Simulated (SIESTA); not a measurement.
Input and output of a relaxation of cell and atoms for SiO2 (P4_2/mnm, 6 atoms in the cell) (SIESTA).

Computed with GGA PBE, numerical atomic orbitals DZP, PseudoDojo PBE standard norm-conserving potentials (rewritten from UPF to PSML) in SIESTA 5.4.2.

```xyz
6
Lattice="4.1621 0.0000 0.0000 0.0000 4.1621 0.0000 0.0000 0.0000 2.6482" Properties=species:S:1:pos:R:3 pbc="T T T"
Si     2.0810     2.0810     1.3241
Si     0.0000     0.0000     0.0000
O      2.8850     2.8850     0.0000
O      1.2771     1.2771     0.0000
O      3.3581     0.8039     1.3241
O      0.8039     3.3581     1.3241
```

Reference input (self-consistent single point, DFT, GGA PBE, numerical atomic orbitals DZP, PseudoDojo PBE standard norm-conserving potentials (rewritten from UPF to PSML)): XC.functional = GGA; XC.authors = PBE; potentials = PseudoDojo PBE standard; PAO.BasisSize = DZP; PAO.EnergyShift = 0.01 Ry; MeshCutoff = 350 Ry; kgrid.MonkhorstPack = 4 4 6; OccupationFunction = FD; ElectronicTemperature = 10 K; MaxSCFIterations = 150; SCF.Mixer.Method = Pulay; SCF.Mixer.Weight = 0.25. This run's input differs from it in these lines:

```diff
@@ -45,2 +45,7 @@
 Diag.ParallelOverK           true
+MD.TypeOfRun                 CG
+MD.Steps                     40
+MD.MaxForceTol               0.02 eV/Ang
+MD.VariableCell              true
+MD.MaxStressTol              0.05 GPa
 WriteForces                  true
```

Output, abridged:

```
        iscf     Eharris(eV)        E_KS(eV)     FreeEng(eV)     dDmax    Ef(eV) dHmax(eV)
   scf:    1    -2010.245188    -2032.124249    -2032.124249  1.733802 -7.375454  4.695516
   scf:    2    -2036.083305    -2034.361339    -2034.361339  0.083035 -1.222396  1.944118
   scf:    3    -2035.074251    -2034.860186    -2034.860186  0.077614 -0.859973  0.118466
   scf:    4    -2034.868149    -2034.864527    -2034.864527  0.020794 -0.878748  0.045246
   scf:    5    -2034.864458    -2034.864719    -2034.864719  0.006678 -0.862556  0.027796
   scf:    6    -2034.865000    -2034.864889    -2034.864889  0.001363 -0.861678  0.006286
   scf:    7    -2034.864904    -2034.864898    -2034.864898  0.000315 -0.861057  0.001016
   scf:    8    -2034.864899    -2034.864899    -2034.864899  0.000051 -0.861079  0.000393
   scf:    9    -2034.864899    -2034.864899    -2034.864899  0.000028 -0.861063  0.000001
   scf:   10    -2034.864899    -2034.864899    -2034.864899  0.000000 -0.861063  0.000001
SCF Convergence by DM+H criterion
max |DM_out - DM_in|         :     0.0000000982
max |H_out - H_in|      (eV) :     0.0000008310
SCF cycle converged after 10 iterations

Using DM_out to compute the final energy and forces

siesta: E_KS(eV) =            -2034.8649

siesta: E_KS - E_eggbox =     -2034.8649

siesta: Atomic forces (eV/Ang):
     1    0.000000    0.000000   -0.000000
     2    0.000000    0.000000   -0.000000
     3    0.307702    0.307702   -0.000000
     4   -0.307702   -0.307702    0.000000
     5   -0.307702    0.307702    0.000000
     6    0.307702   -0.307702    0.000000
   Tot   -0.000000   -0.000000    0.000000
   Max    0.307702
   Res    0.205135    sqrt( Sum f_i^2 / 3N )
   Max    0.307702    constrained

   [... lines left out ...]
siesta: Pressure (static):        200.33462028  kBar
siesta: Pressure (total):        200.33462028  kBar
No target stress found, assuming hydrostatic MD.TargetPressure.
Target stress (kBar)
outcell: Cell volume (Ang**3)        :     48.7785
        iscf     Eharris(eV)        E_KS(eV)     FreeEng(eV)     dDmax    Ef(eV) dHmax(eV)
siesta: Pressure (static):         -0.04302391  kBar
siesta: Pressure (total):         -0.04302391  kBar
outcell: Cell volume (Ang**3)        :     48.7785
siesta: FreeEng =     -2035.042653
   [... lines left out ...]
siesta:     0.000107    0.000000    0.000000
siesta:     0.000000    0.000107    0.000000
siesta:     0.000000    0.000000   -0.000134

siesta: Cell volume =         48.778510 Ang**3

siesta: Pressure (static):
siesta:                Solid            Molecule  Units
siesta:          -0.00000029         -0.00000056  Ry/Bohr**3
siesta:          -0.00002685         -0.00005103  eV/Ang**3
siesta:          -0.04302391         -0.08175965  kBar
```

The run converged. 

Summary of the result:
```
Quantity                                                                                                             Result
------------------------------------------------  -------------------------------------------------------------------------
Free energy E − TS                                                                                            -2035.0427 eV
Top of the valence band (on the code's own zero)                                                                   -5.99 eV
Gap on the k-point mesh                                                                                             4.74 eV
Pressure                                                                                                           0.00 GPa
Largest force (vector length)                                                                                    0.003 eV/Å
Final cell                                        a = 4.240 Å, b = 4.240 Å, c = 2.713 Å, α = 90.00°, β = 90.00°, γ = 90.00°
Final volume per atom                                                                                               8.13 Å³
Relaxation steps                                                                                                         15
```

The starting cell comes from a database of computed structures (which also holds hypothetical and non-ambient phases and stackings), without a prior relaxation at this level. Its lattice was rescaled by a random factor within 2.5 % of one. Values carry the incompleteness of an atom-centred basis.

Cost on one core of a shared machine: roughly 5 min.
